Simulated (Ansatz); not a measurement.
Base system: Si in the diamond structure (space group Fd-3m, No. 227; a = 5.4703 Å).

(Cell as relaxed with PBE.)

Levels (all Ansatz, a quantum-chemistry and plane-wave program, PAW): PBE (420 eV, no spin-orbit coupling); r2SCAN (500 eV, no spin-orbit coupling).

Each level relaxes its own structure.

| base | PBE | r2SCAN |
|---|---|---|
| volume per atom | 20.46 Å³ | 20.17 Å³ |
| lattice parameter a | 10.337 bohr | 10.288 bohr |
| band gap | 0.61 eV | 0.78 eV |

Modification: full substitution Si → Ge, then cell and atoms are relaxed.

| quantity | PBE | r2SCAN |
|---|---|---|
| band gap | zero | 0.36 eV |
| volume per atom | 23.91 Å³ | 22.84 Å³ |

They disagree on the band gap; PBE's volume per atom lies 1.07 Å³ above r2SCAN's (4.7 %). Neither level is exact; r2SCAN is the comparison here, not a measurement.

Stability against distortions was not tested. The zero or small gap of Ge can change with the level of theory.
